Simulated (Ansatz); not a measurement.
## The (31-41) surface of hcp Ti in its 1x1 cell, outermost plane spacing 0.12 Å in the ideal cut

The numbers are results of r2SCAN, at the PBE geometry (plane waves to 500 eV, PAW; Ansatz, a first-principles code), not measurements.

Slab: 32 atoms, 10.6 Å thick at the start; k 7x4x1, smearing 0.1 eV, dipole-corrected; single point; on the structure that PBE left under its start's symmetry; no spin, no spin-orbit, no U.

- surface energy (mean of both faces): 2.18 J/m²
- work function of the top face: 3.60 eV
- cost: very roughly 15 core-minutes
